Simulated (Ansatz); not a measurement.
H on the 1x1 (110) surface of bcc Ta, one in a 1x1 cell, energies for each (7.8 Å²). Energies are against ½ H2(g), without zero-point or thermal terms; each row is named by its start.

Computed with PBE (plane waves to 420 eV, PAW; Ansatz, a first-principles code).

Problem. Which site binds most strongly?
A. top Ta
B. bridge Ta-Ta (span 3.3 Å)
C. hollow Ta-Ta-Ta
D. bridge Ta-Ta (span 2.9 Å)

Solution. C, hollow Ta-Ta-Ta. Adsorption energies: hollow Ta-Ta-Ta -0.96 eV; bridge Ta-Ta (span 3.3 Å) -0.70 eV; bridge Ta-Ta (span 2.9 Å) -0.65 eV; top Ta 0.45 eV.
